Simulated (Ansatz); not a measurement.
The parent structure is SiO2 in the rutile structure (space group P4_2/mnm, No. 136; a = 4.1549 Å, c = 2.6615 Å). Axes: x, y, z lie along a, b, c of the conventional cell.

Structures relaxed with LDA (Ansatz, a first-principles code), no spin-orbit coupling.

Base:

Simulated powder pattern, Cu Kα1, λ = 1.54056 Å (kinematic, ideal powder, no thermal factors, no anomalous dispersion; the 10 strongest lines at most, above 2 %, up to 2θ = 90°):

```csv
2θ (°),I/Imax (%),hkl
30.40,100,(110)
40.21,26,(101)
45.97,41,(111)
48.98,15,(210)
60.74,61,(211)
63.25,21,(220)
70.74,11,(002)
71.78,6.6,(310)
77.65,28,(301)
78.91,11,(112)
```

After one change:

Simulated powder pattern, Cu Kα1, λ = 1.54056 Å (kinematic, ideal powder, no thermal factors, no anomalous dispersion; the 10 strongest lines at most, above 2 %, up to 2θ = 90°):

```
2θ (°)  I/Imax (%)
------  ----------
30.40          100
41.13           24
46.81           39
48.98           15
61.43           59
63.25           21
71.78          6.7
73.27          9.7
78.27           28
81.35           10
```

Question: Name the change that was made.
(A) uniaxial strain ε_zz = −2.40 %
(B) uniaxial strain ε_zz = −1.20 %
(C) uniaxial strain ε_zz = −1.80 %
(D) uniaxial strain ε_zz = −3.00 %

Answer: D, uniaxial strain ε_zz = −3.00 %. Its volume per atom is 7.43 Å³ against 7.66 Å³, and its space group is P4_2/mnm (No. 136).

Whether these cells are dynamically stable was not tested.
